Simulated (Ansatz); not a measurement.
Consider AlZnInO4 (space group R3m, No. 160; a = 3.292 Å, c = 25.922 Å (hexagonal axes); a hypothetical phase, not in the database extracts checked).

(Cell as relaxed with PBE.)

Levels (all Ansatz, an electronic-structure program, PAW): PBE (420 eV, without spin-orbit coupling); PBEsol (420 eV, no spin-orbit coupling).

Each level relaxes its own structure.

| quantity | PBE | PBEsol |
|---|---|---|
| volume per atom | 11.59 Å³ | … |
| lattice parameter a | 3.292 Å | … |
| lattice parameter c | 25.922 Å | … |
| band gap | 1.76 eV | … |
| gap character | indirect, T → Γ | … |
| electron mass | 0.25 mₑ | … |

Task: Given the PBE results, estimate those of PBEsol.

Result: 
- volume per atom, PBEsol: 11.20 Å³
- lattice parameter a, PBEsol: 3.256 Å
- lattice parameter c, PBEsol: 25.617 Å
- band gap, PBEsol: 1.80 eV
- gap character, PBEsol: indirect, T → Γ
- electron mass, PBEsol: 0.25 mₑ

PBE's volume per atom lies 0.39 Å³ above PBEsol's (3.4 %); PBE's lattice parameter a lies 0.036 Å above PBEsol's (1.1 %); PBE's lattice parameter c lies 0.3055 Å above PBEsol's (1.2 %); PBE's band gap lies 0.04 eV below PBEsol's; the two agree on the gap character and electron mass. Neither level is exact; PBEsol is the comparison here, not a measurement.

Effective masses come from finite differences of ±0.01 Å⁻¹. Semilocal Kohn–Sham gaps tend to fall short of experiment. Stability against distortions was not tested.
